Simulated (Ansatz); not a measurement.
Base system: ZnSe in the zinc blende structure (space group F-43m, No. 216; a = 5.568 Å).

All numbers come from LDA in Ansatz (plane waves to 420 eV, PAW, scalar-relativistic without spin-orbit coupling).

Strains are applied to the cell and any free atomic positions relax.

One change was made to it. Results:

```tsv
quantity	base	after
mean gap deformation potential ΔEg/Δln V	–	-4.2 eV
electron mass	0.090 mₑ (at Γ)	0.099 mₑ (at Γ)
pressure	0.0 kbar	36.0 kbar
```

Q: Which change produced these results?
(A) isotropic strain −0.50 %
(B) isotropic strain −3.00 %
(C) isotropic strain +2.50 %
(D) isotropic strain −1.50 %

A: D, isotropic strain −1.50 %. For comparison, the electron mass in the other runs: isotropic strain −0.50 % gives 0.093 mₑ (at Γ); isotropic strain −3.00 % gives 0.11 mₑ (at Γ); isotropic strain +2.50 % gives 0.074 mₑ (at Γ).

Effective masses come from finite differences of ±0.01 Å⁻¹. Gaps are read on the SCF mesh and a high-symmetry path. Stability against distortions was not tested.

Ansatz is an electronic-structure program.
